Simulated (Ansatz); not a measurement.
Hf3N4: pressure series

The reference is Hf3N4 (space group I-43d, No. 220; a = 6.6511 Å).

Cell and atoms are relaxed at each pressure.

The values are results of plane-wave PAW DFT at the PBEsol level (Ansatz, a first-principles code, 420 eV), no spin-orbit coupling, not measurements.

Notes on the quantities. electron mass: degenerate bands, along [100].

```
change            band gap         electron mass  lattice parameter a
----------------  --------  --------------------  -------------------
base               1.02 eV  0.29, 0.42 mₑ (at Γ)              6.651 Å
pressure −2 GPa    1.00 eV  0.30, 0.43 mₑ (at Γ)              6.669 Å
pressure −1 GPa    1.01 eV  0.29, 0.43 mₑ (at Γ)              6.660 Å
pressure 0.3 GPa   1.02 eV  0.29, 0.42 mₑ (at Γ)                    ?
pressure 0.7 GPa   1.02 eV  0.29, 0.42 mₑ (at Γ)              6.645 Å
pressure 1.5 GPa   1.03 eV  0.29, 0.42 mₑ (at Γ)              6.638 Å
pressure 3 GPa     1.05 eV  0.28, 0.42 mₑ (at Γ)              6.626 Å
pressure 5 GPa     1.06 eV  0.29, 0.43 mₑ (at Γ)                    ?
```

### Question
Fill in the withheld entries from the trend.

### Answer

- pressure 0.3 GPa, lattice parameter a: 6.649 Å
- pressure 5 GPa, lattice parameter a: 6.610 Å

With Hf present, leaving out spin-orbit coupling can change the band edges. Load acts through the strain it causes; cell and atoms are relaxed under it. Effective masses come from finite differences of ±0.01 Å⁻¹. Whether these cells are dynamically stable was not tested. Competing high-pressure phases were not computed.
